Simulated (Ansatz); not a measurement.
System: NaFeO₂ (R-3m, No. 166; cell taken from a computed entry). Method: LDA (Ansatz, a quantum-chemistry and plane-wave program, PAW).

Run with plane-wave cutoff 500 eV, 16×16×16 k mesh, Fermi–Dirac smearing 0.05 eV, spin-polarised start, scalar-relativistic PAW data made under PBE.

Computed at the level's own relaxed cell.

Task: What does this level give for the equilibrium volume per atom, lattice parameter a and c axis length?

Result: 
equilibrium volume per atom: 8.95 Å³/atom
lattice parameter a: 2.854 Å
c axis length: 15.227 Å

Note: the magnetic order was assumed, not searched for or taken from measurement; the relaxation could not lower the start's symmetry, so the cell can be a saddle point above a distorted one.

Static lattice: no zero-point or thermal effects.

It cost roughly 13 core-minutes of CPU time.
